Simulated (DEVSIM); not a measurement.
System: W/SiO2/p-InP capacitor, at 300 K.

Layer 1 from the left is SiO2, thickness (nm) 4.40. Layer 2 from the left is InP, thickness (nm) 10000, Na (cm⁻³) 3.9e15.

Metal gate on the left, work function 4.6 eV. Fixed charge at the semiconductor interface 0 cm⁻² (in units of +e); no interface traps.

The device is made up for the run: typed textbook-type constants, with dimensions and the other settings drawn at random. Values at 300 K.

SiO2: gap (eV) 9, affinity (eV) 0.9, permittivity 3.9. InP: gap (eV) 1.344, affinity (eV) 4.38, permittivity 12.5, Nc (cm⁻³) 5.7e17, Nv (cm⁻³) 1.1e19.

Question: Estimate by hand the flat-band voltage, the threshold voltage, and compare with a numerical solution.

Answer: 
- Flat-band voltage: C = 0.785 μF/cm², work-function difference -0.919 V; VFB = φms − qNf/C = -0.92 V; numerical -0.92 V.
- Threshold voltage: φF = 0.505 V, depletion charge √(4εqNφF) = 3.74e-8 C/cm²; VT = VFB + 2φF + Qd/C = 0.14 V; numerical 0.14 V.

DEVSIM, 1D Poisson equation in equilibrium, Boltzmann statistics, complete ionisation; no quantum confinement or tunnelling. Metal contacts follow the ideal Schottky-Mott rule: no Fermi-level pinning, no interface dipoles.
